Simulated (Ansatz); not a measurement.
# Cu: response to strain

Base system: Cu in the fcc (Cu type) structure (space group Fm-3m, No. 225; a = 3.563 Å; relaxed with 0.1 eV smearing). Axes: x, y, z lie along the cube axes.

Strains are applied to the cell and any free atomic positions relax; under biaxial strain the out-of-plane vector relaxes too.

All numbers come from PBEsol (Ansatz, a quantum-chemistry and plane-wave program; PAW; 420 eV plane waves; no spin-orbit coupling), earlier PAW set.

Candidates:
(a) biaxial strain −3.29 %, plane normal [111], relaxed out of plane
(b) strain tensor (xx, yy, zz, yz, xz, xy) = (−1.34, +0.14, −0.96, −1.06, +0.46, +0.69) %
(c) uniaxial strain ε_xx = −1.50 %
(d) tensor shear ε_xy = +2.89 %
(e) isotropic strain +3.89 %

Notes on the quantities. energy relative to the base: free energy F.

Q: Order them by energy relative to the base, highest first.

A: (e) isotropic strain +3.89 % (+69 meV/atom), (a) biaxial strain −3.29 %, plane normal [111], relaxed out of plane (+29 meV/atom), (d) tensor shear ε_xy = +2.89 % (+11 meV/atom), (b) strain tensor (xx, yy, zz, yz, xz, xy) = (−1.34, +0.14, −0.96, −1.06, +0.46, +0.69) % (+5.7 meV/atom), (c) uniaxial strain ε_xx = −1.50 % (+1.7 meV/atom)

Whether these cells are dynamically stable was not tested. All final runs are without spin polarisation.
